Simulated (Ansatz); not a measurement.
The parent structure is Ta in the bcc (W type) structure (space group Im-3m, No. 229; a = 3.282 Å; relaxed with 0.1 eV smearing). Axes: x, y, z lie along the cube axes.

Method: PBEsol (Ansatz, a program for electronic structure), scalar-relativistic without spin-orbit coupling.

Before the change:

```
Property                        Result
-----------------------------  -------
Shortest interatomic distance  2.843 Å
```

Perturbation: compressive biaxial strain of 0.42 % in the plane normal to [111], as in epitaxy on a mismatched substrate; the out-of-plane cell vector and the atoms relax.

Question: Predict the new in-plane stress.

Answer: The mean in-plane stress (compression positive) is +1.3 GPa.

Question: What does the calculation give for the shortest interatomic distance after the change?

Answer: The shortest interatomic distance shrinks by 0.0092 Å to 2.833 Å.

Stability against distortions was not tested. All final runs are without spin polarisation.
